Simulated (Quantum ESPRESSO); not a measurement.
**Equation of state of hcp Y (space group 194): energy against volume (Quantum ESPRESSO, PBEsol)**

```yaml
crystal:
  lattice:
    - [3.48675, 0.00000, 0.00000]
    - [-1.74338, 3.01962, 0.00000]
    - [0.00000, 0.00000, 5.47373]
  atoms:
    - { symbol: Y, position: [0.66667, 0.33333, 0.75000] }
    - { symbol: Y, position: [0.33333, 0.66667, 0.25000] }
```

Computed with PBEsol, GBRV 1.5 ultrasoft (PBESOL) pseudopotentials (plane waves; Quantum ESPRESSO). Settings: ecutwfc = 52 Ry; ecutrho = 416 Ry; occupations = smearing; smearing = fd; degauss = 0.0036749 Ry; potentials = {Y: y_pbesol_v1.4.uspp.F.UPF}; K_POINTS = automatic 22 22 12 0 0 0; conv_thr = 1e-10 Ry. The cell above is the first row's. The rows scale it uniformly. In all rows fractional positions and the k mesh are held. E is the free energy at the stated smearing, counted from the lowest row.

| V (Å^3/atom) | E (meV/atom) |
|---|---|
| 28.8155 | 29.23 |
| 29.4419 | 16.04 |
| 30.0684 | 6.96 |
| 30.6948 | 1.71 |
| 31.3212 | 0.00 |
| 31.9476 | 1.59 |
| 32.5741 | 6.26 |
| 33.2005 | 13.76 |
| 33.8269 | ? |

**Question.** Fit E against V with the third-order Birch-Murnaghan form, a cubic in V^(-2/3), and predict the withheld value at V = 33.8269.

**Answer.** With u = V^(-2/3) - 0.1014, the rows have u = 0.0049937, 0.0034792, 0.0020173, 0.0006055, -0.0007591, -0.0020790, -0.0033566, -0.0045937. Least squares gives E = 0.534 + 1390.9·u + 902096·u² - 5989421·u³. Residuals (row less fit): 0.001, -0.001, -0.002, 0.004, -0.001, -0.005, 0.004, -0.001; standard error 0.004 (degrees of freedom: 4). Its minimum lies at u = -0.0007651, so V0 = (0.1006349)^(-3/2) = 31.32. There d²E/du² = 1832000 and d³E/du³ = -3.594e7, so B0 = (4/9) × 31.32^(-7/3) × 1832000 × 0.160218 = 42.2 GPa (the last factor turns the table's units into GPa), and B0' = 4 + (2/3) × 0.1006349 × (-3.594e7)/1832000 = 2.7. The program's pressures in the fitted runs (not shown) pass through zero at V = 31.31, 0.05 % from this V0. At the withheld row, u = -0.0057925, so E = 0.534 + 1390.9 × (-0.0057925) + 902096 × (-0.0057925)² - 5989421 × (-0.0057925)³ = 23.909 meV/atom. The calculation gives 23.91 meV/atom, which the fit meets to the printed digits. The row lies outside the fitted rows, so this is an extrapolation. From the scatter of the fitted rows alone, a prediction at this place has a standard error of 0.010 meV/atom, so the miss is 0.1 times that.

Carrying the step between the two nearest rows on in a straight line would have given 21.26, off by 2.65; series whose last step already gives the withheld value aren't shown. The reference cell has the volume at which an earlier scan in this program and functional put its minimum by a fit; axis ratios and inner coordinates come from a measured-size cell. The runs keep the symmetry of the cell, so they don't test it for distortions. The shape of the cell and the inner coordinates aren't relaxed, so V0 and B0 belong to this uniform scaling; a relaxed crystal lies no higher in energy and is usually softer. Cutoffs and mesh are single choices, not tested for convergence of this quantity. Series with a scatter that would blur these digits, or in which a gap closes, are not shown. Nor are scans whose minimum lies at an end fitted in this form.
